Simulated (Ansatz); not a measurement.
## BN (model structure, P6₂22, No. 180, 6 atoms in the cell)

Method: LDA (PAW; Ansatz, a first-principles code).

Settings: plane-wave cutoff 520 eV, 18×18×6 k mesh (along the axes of the cell as run), Fermi–Dirac smearing 0.01 eV, scalar-relativistic PAW data made under PBE.

Cell (relaxed at this level):

```
BN
1.0
    2.57840     0.00000     0.00000
   -1.28920     2.23296     0.00000
    0.00000     0.00000     5.75635
B N
3 3
Direct
  0.50000   0.00000   0.66667
  0.00000   0.50000   0.33333
  0.50000   0.50000   0.00000
  0.50000   0.00000   0.16667
  0.00000   0.50000   0.83333
  0.50000   0.50000   0.50000
```

```json
{
  "band_gap": "3.65 eV (indirect)",
  "smallest_direct_gap_on_the_k_points_sampled": "6.24 eV",
  "Γ–Γ gap": "6.94 eV"
}
```

Note: the relaxation could raise the start's symmetry but not lower it, so the cell can be a saddle point.

Computed values are for the static lattice.

It cost very roughly 11 core-seconds of CPU time.

A model structure was made by putting elements into a prototype or built by hand; it is no filed structure, need not be a known phase, and can be a saddle point held by its symmetry.
